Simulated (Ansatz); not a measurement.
System: AlZnInO4 (model structure, started from the InGaZnO4 type, R3m, No. 160, 7 atoms in the cell). Method: dielectric-dependent PBEsol hybrid (Ansatz, a quantum-chemistry and plane-wave program, plane waves, PAW).

The input as run:

Ansatz 0.2 input:
```yaml
crystal:
  lattice:
    - [1.628013397, 0.939933973, 8.5387993358]
    - [-1.628013397, 0.939933973, 8.5387993358]
    - [0.0, -1.879867946, 8.5387993358]
  atoms:
    - { symbol: In, position: [-0.0042848318, -0.0042848318, -0.0042848318] }
    - { symbol: Al, position: [0.2127951859, 0.2127951859, 0.2127951859] }
    - { symbol: Zn, position: [0.7816246033, 0.7816246033, 0.7816246033] }
    - { symbol: O, position: [0.1391510495, 0.1391510495, 0.1391510495] }
    - { symbol: O, position: [0.8794951183, 0.8794951183, 0.8794951183] }
    - { symbol: O, position: [0.2861728348, 0.2861728348, 0.2861728348] }
    - { symbol: O, position: [0.70504604, 0.70504604, 0.70504604] }
  host: atoms
basis:
  ecutwfc: 460
  ecutrho_ratio: 4
  xc_grid: 2
kpoints:
  mp_grid: { grid: [8, 8, 8] }
hamiltonian:
  xc:
    exchange: pbesol
    correlation: pbesol
    exx: { coeff: inverse_dielectric }
  dispersion: none
  pseudopotentials: { kind: paw }
scf:
  occupations: { method: fermi_dirac, width: 0.01 }
  convergence: { dr2_threshold: 0.0000000007 }
output:
  forces: true
  stress: true
  eigenvalues: true
```

From the output:

```
WARN output.stress: scf.exx.energy_threshold = 1e-6 eV is looser than the 7e-8 eV advised for a stress under a hybrid functional (1e-8 eV for each atom of the …
Crystal: 7 atoms, lattice volume = 78.398 Å³
Basis set: ecut = 460 eV, 1739 PW (Γ), FFT grids on a1−a3, a2−a3, a3, exchange–correlation on 48×48×128 points (8 copies of the dense FFT grid, shifted against one another)
Bands: 33, of which v1, the nominal top of the filled ones, is band 26 counted from 1 (25 counted from 0)
Symmetry: 6 space group operations
Space group: R3m (ITA 160), of the structure as read, at distance tolerance 4.3e-5 Å
k-points: 65 of 512 (time reversal used)
SCF iter   1: F=—  HF=-11578.704661 eV  |F-HF|=—  |Δ(HF+E_count)|=         —  Δρ=1.56e-2  dr2=1.61e-1
SCF iter   2: F=—  HF=-11578.671944 eV  |F-HF|=—  |Δ(HF+E_count)|=   3.27e-2  Δρ=8.44e-3  dr2=4.13e-2
  ...
Crystal: 7 atoms, lattice volume = 78.398 Å³
Initial density: handed on by an earlier stage of this run
Functional: x = 0.7582267783943972 pbesol(κ = 0.804, μ = 0.12345679012345678) + 0.24177322160560274 exact, c = pbesol(β = 0.046)
Crystal: 7 atoms, lattice volume = 78.398 Å³
SCF iter   5: F=—  HF=-11623.800171 eV  |F-HF|=—  |Δ(HF+E_count)|=   2.70e-8  Δρ=3.68e-6  dr2=6.77e-9
SCF iter   6: F=-11623.800171 eV  HF=-11623.800171 eV  |F-HF|=3.17e-10  |Δ(HF+E_count)|=   2.03e-9  Δρ=7.65e-7  dr2=4.59e-10
SCF 3 converged in 6 iterations: F = -11623.800171 eV  dr2 = 4.59e-10
Free energy (F): -11623.800171 eV
Internal energy: -11623.800171 eV  (E = F + TS)
E sigma→0 (E₀):  -11623.800171 eV
Fermi energy:    8.468108 eV
--- Forces (eV/Å), atoms counted from 1 ---
  atom   1  In     0.00000000    -0.00000000    -0.05171885
  atom   2  Al     0.00000000     0.00000000    -0.01808605
  atom   3  Zn     0.00000000    -0.00000000     0.10475563
  atom   4  O      0.00000000    -0.00000000     0.07567905
  atom   5  O      0.00000000    -0.00000000    -0.02077796
  atom   6  O      0.00000000     0.00000000     0.17736853
  atom   7  O      0.00000000    -0.00000000    -0.26707859
--- Stress (GPa, compression-positive) ---
       -4.865236       0.000000       0.000000
        0.000000      -4.865236       0.000000
        0.000000       0.000000      -4.954694
  P = ⅓ Tr σ = -4.8951 GPa (-48.951 kbar)
```

The PAW data were made under PBE.

Note: the relaxation could raise the start's symmetry but not lower it, so the cell can be a saddle point. Note: cell and atoms aren't relaxed at this level (largest force component 0.27 eV/Å, pressure -4.9 GPa).

The result took about 16 core-minutes (a rough figure).

A model structure was made by putting elements into a prototype or built by hand; it is no filed structure, need not be a known phase, and can be a saddle point held by its symmetry.
